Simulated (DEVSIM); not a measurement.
System: illuminated Si n-on-p cell, one wavelength, with a back-surface field, at 350 K.

Layer 1 from the left is Si, thickness (μm) 0.0830, Nd (cm⁻³) 1.6e18, τn (s) 7.5e-7, τp (s) 1.6e-7, absorption coefficient (cm⁻¹) 26000. Layer 2 from the left is Si, thickness (μm) 250, Na (cm⁻³) 4.7e16, τn (s) 6.8e-6, τp (s) 6.8e-6, absorption coefficient (cm⁻¹) 26000. Layer 3 from the left is Si, thickness (μm) 0.380, Na (cm⁻³) 4.6e18, τn (s) 6.8e-6, τp (s) 6.8e-6, absorption coefficient (cm⁻¹) 26000.

Left contact: ohmic, minority hole recombination velocity 2e6 cm/s. Right contact: ohmic, minority electron recombination velocity 3000 cm/s. Voltage is applied to the left contact. Recombination: SRH at mid-gap, radiative, Auger. Light enters at the left, 6e17 photons cm⁻² s⁻¹, one pass, no reflection. Mobility is constant in doping.

This is a model device: material constants are rounded textbook-type values typed into the input, and sizes, dopings and lifetimes were drawn at random. Values at 300 K; Nc and Nv go as T^1.5, mobilities as T to minus their exponent, the gap by Varshni's rule with the affinity fixed.

Si: gap (eV) 1.124, affinity (eV) 4.05, permittivity 11.7, Nc (cm⁻³) 2.86e19, Nv (cm⁻³) 3.1e19, μn (cm²/Vs) 1417, μp (cm²/Vs) 470, T exponent of μn 2.3, T exponent of μp 2.2, B (cm³/s) 4.7e-15, Cn (cm⁶/s) 2.8e-31, Cp (cm⁶/s) 9.9e-32, Varshni α (eV/K) 0.000473, Varshni β (K) 636.

DEVSIM, 1D drift-diffusion, Boltzmann statistics, complete ionisation; no tunnelling, impact ionisation, image-force lowering or self-heating.

Dark forward current:

| |V| (V) | |J| (A/cm²) |
|---|---|
| 0.05 | 6.119e-8 |
| 0.10 | 3.531e-7 |
| 0.15 | 1.823e-6 |
| 0.20 | 9.385e-6 |
| 0.25 | 4.868e-5 |
| 0.30 | 0.0002538 |
| 0.35 | 0.001326 |
| 0.40 | 0.006929 |
| 0.45 | 0.03595 |
| 0.50 | 0.1800 |
| 0.55 | 0.7827 |
| 0.60 | 2.464 |
| 0.65 | 5.460 |
| 0.70 | 9.661 |
| 0.75 | 15.20 |
| 0.80 | 22.69 |
| 0.85 | 33.30 |
| 0.90 | 48.84 |
| 0.95 | 71.28 |
| 1.00 | 101.6 |
| 1.05 | 138.9 |
| 1.10 | 181.7 |
| 1.15 | 228.6 |
| 1.20 | 278.8 |
| 1.25 | 331.8 |
| 1.30 | 387.3 |

**Question.** Work out the local ideality factor n = ΔV / (kT/q · ln(J2/J1)) between the rows 0.15 and 0.20 V, 0.35 and 0.40 V, 1.25 and 1.30 V.

**Answer.** kT/q = 30.16 mV. From 0.15 to 0.20 V: ln(9.385e-6/1.823e-6) = 1.639, n = 1.01, near the 1 of diffusion or emission over a barrier. From 0.35 to 0.40 V: ln(0.006929/0.001326) = 1.654, n = 1.00, near the 1 of diffusion or emission over a barrier. From 1.25 to 1.30 V: ln(387.3/331.8) = 0.155, n = 10.72.

**Question.** What current could the absorbed light give at most, and what share is collected?

**Answer.** Σ αd = 651, so qΦ(1 − exp(−Σ αd)) = 96.1 mA/cm². The simulated short-circuit current is 90.37 mA/cm², a share of 0.94.

**Question.** Estimate the open-circuit voltage by superposition: the voltage at which the dark current equals that short-circuit current.

**Answer.** Interpolating ln J in the table gives 0.479 V. The simulation gives 0.477 V, the same within the digits that matter. Superposition holds where collection doesn't change with voltage.

**Question.** Estimate the fill factor from FF0 = (v − ln(v + 0.72))/(v + 1), v = qVoc/(nkT), with n from the dark curve.

**Answer.** The rows about Voc, 0.45 and 0.50 V, give n = 1.03, so v = 15.4 and FF0 = 0.769. The simulation gives 0.772, the same within the digits that matter.
